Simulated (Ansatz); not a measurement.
## Convergence study of the plane-wave cutoff for CuAgO2 (Pmm2, 4 atoms in the cell)

```yaml
crystal:
  lattice:
    - [2.80799, 0.00000, 0.00000]
    - [0.00000, 3.34383, 0.00000]
    - [0.00000, 0.00000, 5.38797]
  atoms:
    - { symbol: Cu, position: [0.50000, 0.50000, 0.50928] }
    - { symbol: Ag, position: [0.00000, 0.00000, 0.00000] }
    - { symbol: O, position: [0.00000, 0.50000, 0.27085] }
    - { symbol: O, position: [0.00000, 0.50000, 0.72915] }
```

Level of theory: LDA (PW92), default PAW files made with PBE (plane waves; Ansatz, a first-principles code).

Base settings: basis.ecutwfc = 420 eV; kpoints.mp_grid.grid = 10 8 5; hamiltonian.xc = lda; hamiltonian.pseudopotentials = {kind: paw} (the program's default PAW files); scf.occupations.method = fermi_dirac; scf.occupations.width = 0.1 eV.

The second cell is the first with its lattice scaled by 0.98.

The mesh stays at the base's, so the ladder's end is converged at best in this setting alone.

The first pressure column holds Ansatz's estimate of the finite-basis (Pulay) stress, which hides part of the cutoff error; the other is without it.

Only quantities that move along the ladder and can be compared are tabulated.

The count of work is k-points × plane waves × bands × iterations; it is no time. 

The starting cell comes from a database of computed structures (which also holds hypothetical and non-ambient phases and stackings), without a prior relaxation at this level. Its lattice was rescaled by up to half a per cent. One atom was moved a little off its site on purpose. Spin polarisation is off, so a magnetic state, if there is one, cannot be reached. In the base run, with a pressure of about -6 GPa the cell is away from its equilibrium volume at this level. In the base run, forces exceed 1 eV/Å. The run gives no clean gap (levels at the Fermi energy touch, overlap or are partly filled at this smearing), which alone does not show that the compound is a metal.

Steps (basis.ecutwfc): 145 eV; 170 eV; 190 eV; 210 eV; 230 eV; 250 eV; 295 eV; 335 eV; 380 eV; 420 eV; 460 eV; 505 eV; 565 eV; 630 eV; 735 eV; 840 eV; 1010 eV.

Problem. What is the coarsest basis.ecutwfc that holds the forces within 0.005 eV/Å of the last step, with all finer ones?

Solution. 420 eV, at 0.27 of the last step's count of work; the step before is off by 0.010 eV/Å.

Problem. What is the coarsest basis.ecutwfc that holds the free energy within 5 meV/atom of the last step, with all finer ones?

Solution. 460 eV, at 0.31 of the last step's count of work; the step before is off by 6.1 meV/atom.

Problem. What is the coarsest basis.ecutwfc that holds the pressure without the Pulay estimate within 0.2 GPa of the last step, with all finer ones?

Solution. 460 eV, at 0.31 of the last step's count of work; the step before is off by 0.70 GPa.

```csv
basis.ecutwfc,free energy less the last step's (meV/atom),energy of the compressed cell less the first (meV/atom),pressure (GPa),pressure without the Pulay estimate (GPa),largest difference of a force vector from the last step's (eV/Å),count of work / last
145 eV,55932.30,276.47,12.25,-2156.30,5.174,0.054
170 eV,25483.55,41.68,6.55,-1144.03,5.075,0.076
190 eV,13528.96,81.71,10.45,-685.26,4.698,0.097
210 eV,7100.94,52.80,3.88,-405.70,2.925,0.10
230 eV,3708.55,2.20,-6.06,-239.20,1.178,0.13
250 eV,1943.95,-19.98,-9.23,-141.76,0.418,0.15
295 eV,435.20,-7.95,-6.20,-43.49,0.106,0.17
335 eV,108.94,-8.01,-6.15,-16.88,0.033,0.19
380 eV,23.17,-7.67,-6.11,-8.62,0.010,0.23
420 eV,6.13,-7.37,-6.04,-6.75,0.001,0.27
460 eV,1.95,-7.28,-6.03,-6.20,0.002,0.31
505 eV,1.04,-7.27,-6.03,-6.06,0.002,0.35
565 eV,0.85,-7.28,-6.03,-6.04,0.001,0.42
630 eV,0.66,-7.30,-6.03,-6.05,0.001,0.49
735 eV,0.47,-7.31,-6.04,-6.04,0.000,0.62
840 eV,0.24,-7.31,-6.04,-6.05,0.000,0.76
1010 eV,0.00,-7.32,-6.04,-6.04,0.000,1.0
```

The energy difference between the two cells stays within 1 meV/atom of the last step's from 295 eV on, the total only from 565 eV on: much of the error is common to both cells and cancels.

At the lowest cutoff the pressure without the Pulay estimate lies 2150 GPa under the last step's, the usual sign of Pulay stress in an incomplete plane-wave basis.

Keys are those of Ansatz 0.2.
